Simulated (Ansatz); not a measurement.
Consider Fe in the bcc (W type) structure (space group Im-3m, No. 229; a = 2.865 Å; ferromagnetic).

Method: r2SCAN (Ansatz, a quantum-chemistry and plane-wave program), no spin-orbit coupling, earlier PAW set.

Before the change:

```
Property              Result
-------------------  -------
Band gap                zero
Lattice parameter a  2.865 Å
```

Modification: full substitution Fe → Te, then cell and atoms are relaxed.

Tabulated Pauling electronegativity and covalent radius: Fe 1.83, 1.32 Å; Te 2.10, 1.38 Å.

Question: Estimate the effect on the band gap and lattice parameter a.

Answer: The band gap is still zero; the lattice parameter a goes up by 0.984 Å to 3.849 Å.

The magnetic state is the one reached from the starting moments; the real material's order can differ, and small cells can't hold many antiferromagnetic ones. No phonon test of stability was made. As relaxed here, Te is a hypothetical phase, not in the database extracts checked.
